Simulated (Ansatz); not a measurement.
The starting structures come from a database of crystals and need not be the phases stable at ambient conditions.

 Where the default PAW files enter, the runs use the earlier of Ansatz's two default sets.

The decay constant κ of evanescent states in the gap governs leakage through a thin film.

Consider the following.

```yaml
crystal:
  lattice:
    - [6.68438, 0.00000, 0.00000]
    - [0.00000, 6.68438, 0.00000]
    - [0.00000, 0.00000, 6.68438]
  atoms:
    - { symbol: Si, position: [0.50000, 0.50000, 0.50000] }
    - { symbol: Si, position: [0.00000, 0.00000, 0.00000] }
    - { symbol: C, position: [0.25000, 0.75000, 0.25000] }
    - { symbol: C, position: [0.75000, 0.75000, 0.75000] }
    - { symbol: C, position: [0.75000, 0.25000, 0.25000] }
    - { symbol: C, position: [0.25000, 0.25000, 0.75000] }
    - { symbol: N, position: [0.85446, 0.14554, 0.14554] }
    - { symbol: N, position: [0.35446, 0.35446, 0.64554] }
    - { symbol: N, position: [0.14554, 0.85446, 0.14554] }
    - { symbol: N, position: [0.64554, 0.64554, 0.64554] }
    - { symbol: N, position: [0.85446, 0.85446, 0.85446] }
    - { symbol: N, position: [0.35446, 0.64554, 0.35446] }
    - { symbol: N, position: [0.14554, 0.14554, 0.85446] }
    - { symbol: N, position: [0.64554, 0.35446, 0.35446] }
```

Space group of this cell: Pn-3m. The cell is taken as given; by r2SCAN its mean pressure is -2.5 GPa.

Transport runs along the normal of the first two printed cell vectors, the (001) plane of the conventional cell.

The gap is the functional's own. No spin-orbit coupling. Mid-gap values are interpolated on the energy grid.

Compute, with r2SCAN (Ansatz, a program for electronic structure), the band gap and the smallest decay constant κ at mid-gap.

Gap 4.75 eV on a 6×6×6 mesh; κ = 0.460 1/Å, at (0.500, 0.500) of the in-plane reciprocal vectors. At the zone centre, at the nearest computed energy, the slowest state has κ = 0.47 1/Å.
